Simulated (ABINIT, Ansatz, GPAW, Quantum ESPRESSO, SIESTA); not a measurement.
## SrMg (Amm2, 6 atoms in the cell) computed with different codes at matched settings

Self-consistent single point.

```
CELL_PARAMETERS angstrom
      6.01833     0.00000     0.00000
      0.00000     2.08776     9.20513
      0.00000    -2.08776     9.20513
ATOMIC_POSITIONS crystal
  Sr 0.00000 0.00785 0.00785
  Sr 0.00000 0.32416 0.32416
  Sr 0.50000 0.56199 0.56199
  Mg 0.00000 0.66726 0.66726
  Mg 0.50000 0.88304 0.88304
  Mg 0.50000 0.22236 0.22236
```

Shared settings, as Ansatz (a program for electronic structure) writes them: kpoints.mp_grid.grid = 3 4 4; scf.occupations.method = fermi_dirac; scf.occupations.width = 0.0073 Ry. Potentials and cutoffs stand in the table.

| code | model | pressure (GPa) | largest force (eV/Å) | cutoff |
|---|---|---|---|---|
| GPAW | PBEsol, GPAW PAW datasets PBEsol (made by gpaw-setup) | -0.70 | 0.124 | 800 eV |
| SIESTA | GGA PBEsol, numerical atomic orbitals DZP, PseudoDojo PBEsol standard norm-conserving potentials (rewritten from UPF to PSML) | 2.84 | 0.274 | grid 300 Ry |
| Ansatz | PBEsol, PAW files made with PBE | -0.79 | 0.120 | 30.9 Ry |
| Quantum ESPRESSO | PBEsol, GBRV 1.5 ultrasoft (PBESOL) pseudopotentials | -0.79 | 0.121 | 40 Ry |
| ABINIT | PBEsol, PAW (JTH v2.0 PBE PAW, files made for PBE) | -0.86 | 0.123 | 20 Ha |

Size of the force on each atom (eV/Å): Sizes of forces hide their directions.

```tsv
code	Sr1	Sr2	Sr3	Mg4	Mg5	Mg6
GPAW	0.102	0.032	0.005	0.077	0.124	0.082
SIESTA	0.117	0.043	0.062	0.274	0.219	0.033
Ansatz	0.106	0.034	0.009	0.072	0.120	0.083
Quantum ESPRESSO	0.106	0.034	0.008	0.072	0.121	0.083
ABINIT	0.108	0.035	0.012	0.075	0.123	0.082
```

The spread over the programs that give each value: pressure within 3.70 GPa; largest force within 0.154 eV/Å.

SIESTA uses small atom-centred bases, whose incompleteness enters pressures, forces and empty levels differently from a plane-wave cutoff. Ansatz's pressure is given at a fixed set of plane waves, as the other plane-wave codes print theirs. In the pressure, SIESTA (by 3.63) lies more than 1 GPa from the median of the plane-wave programs. In the force vectors, SIESTA (by 0.223) lies more than 0.08 eV/Å from the median of the plane-wave programs.

The shared mesh is coarse (it stands for a supercell whose shortest vector is 17 Å), so the values are not converged in it.

The starting cell comes from a database of computed structures (which also holds hypothetical and non-ambient phases and stackings), without a prior relaxation at this level.

Left out of this page: CP2K (unsound by tests on forces, stress, charge or solver warnings).

Keys are those of Ansatz 0.2.
